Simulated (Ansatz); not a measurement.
# BAs: band gap against strain

BAs (zinc blende, F-43m, 13.685 Å³/atom at rest) under an equal strain ε in the (111) plane with the normal axis free, as in a coherent film. r2SCAN in Ansatz, a plane-wave DFT program (PAW, default set), 500 eV, 12×12×12 Γ-centred mesh, Fermi-Dirac smearing 0.05 eV; ions are relaxed within the symmetry of each cell. Gaps are the smallest over the k-mesh and a band path, without spin-orbit coupling; in all rows the valence edge lies at Γ and the conduction edge at about 1.1 Å⁻¹ from Γ.

Here s stands for strain and Eg for gap.

| strain (%) | gap (eV) |
|---|---|
| -2.50 | ? |
| -1.25 | 1.30 |
| -0.83 | 1.33 |
| -0.42 | 1.36 |
| 0.00 | 1.38 |

Using a straight line, estimate the missing Eg at s = -2.50 from the other rows, showing the fit.

Means: s -0.62500, Eg 1.343. About the means, the sum of products is 0.056150 and the sum of squares of s is 0.86530; the slope is their ratio. Least squares gives Eg = 1.383 + 0.0649·s. Residuals (row less fit): -0.002, 0.001, 0.004, -0.003; standard error 0.004 (degrees of freedom: 2). Over these rows the gap moves by 6.5 ± 0.4 eV per unit strain. At the withheld row, Eg = 1.383 + 0.0649 × (-2.50) = 1.221 eV. The calculation gives 1.19 eV, 0.031 eV below the prediction (16.3 % of the range of Eg in the table). The row lies outside the fitted rows, so this is an extrapolation. The fitted rows scatter only by rounding.

One order more, fitted to all 7 runs of the series, follows each within 0.01, so the miss is the next term of a smooth law. Spin-orbit coupling is left out, which can shift this property for BAs. Rows are the converged runs of the series near zero and its far end; series whose fitted rows scatter by over a few per cent of the range, as at a crossing or softening among them, aren't shown in this form. Most that stay on the fit to the last digits aren't either.
